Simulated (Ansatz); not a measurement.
An H-capped Sn nanowire along [100], 9 atoms a period besides the caps, stretched and compressed along its axis from its relaxed period of 6.611 Å, atoms relaxed at each length.

Method: PBE (plane waves to 420 eV, PAW; Ansatz, an electronic-structure program). Mesh 1×1×6. No spin polarisation. It repeats along c; a and b span vacuum. An idealised model, cut from the bulk lattice. Only distortions within the start's symmetry and period were free. Values not marked SOC lack spin–orbit coupling. Buckling under compression is shut out by symmetry and the short period. Energies are free energies at a Fermi–Dirac width of 0.02 eV, from the unstrained cell.

```csv
strain (%),energy (meV a period),axial force (nN),PBE gap (eV)
-3.0,+9,-0.15,3.00
-1.5,+2,-0.08,3.00
0.0,0,+0.02,2.98
+1.5,+3,+0.10,2.95
+3.0,+13,+0.19,2.91
+6.0,+48,+0.39,2.80
```
